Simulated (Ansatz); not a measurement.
The reference is TiAl3 (space group I4/mmm, No. 139; a = 3.8456 Å, c = 8.6194 Å).

The values are results of Ansatz (a quantum-chemistry and plane-wave program), PBE, PAW, cutoff 420 eV, scalar-relativistic without spin-orbit coupling, earlier PAW set, not measurements.

For the base:

The c/a ratio is 2.241 and the volume per atom is 15.93 Å³.

It is then changed as follows: a hydrostatic pressure of 4.5 GPa.

**Question.** What does the calculation give for the c/a ratio after the change?

**Answer.** The c/a ratio shrinks by 0.002 (2.241 → 2.239).

**Question.** What does the calculation give for the volume per atom after the change?

**Answer.** The volume per atom shrinks by 0.61 Å³ to 15.32 Å³.

Load acts through the strain it causes; cell and atoms are relaxed under it. No phonon test of stability was made. The final runs are not spin-polarised.
